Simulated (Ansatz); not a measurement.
Registries of blue-P on blue-P (blue-P a predicted or substrate-bound sheet, here free); energies are over the lowest registry tried, which need not be among these:

A. antiparallel, no shift; facing P atop P
B. parallel, shifted by (2/3,1/3); facing atoms over hollows or bridges
C. parallel, shifted by (1/3,2/3); facing P atop P

Methods: PBE+D3(BJ) (plane waves to 420 eV, PAW; Ansatz, an electronic-structure program); PBE (plane waves to 420 eV, PAW; Ansatz); r2SCAN (plane waves to 500 eV, PAW; Ansatz). Geometries and values that name no level are of the first. Spin–orbit coupling is left out; PBE gaps are too small against experiment. A dipole correction is on.

### Question
Order them by energy over the lowest registry, lowest first.

### Answer
B (3.6 meV/Å²), C (7.9 meV/Å²), A (8.3 meV/Å²)
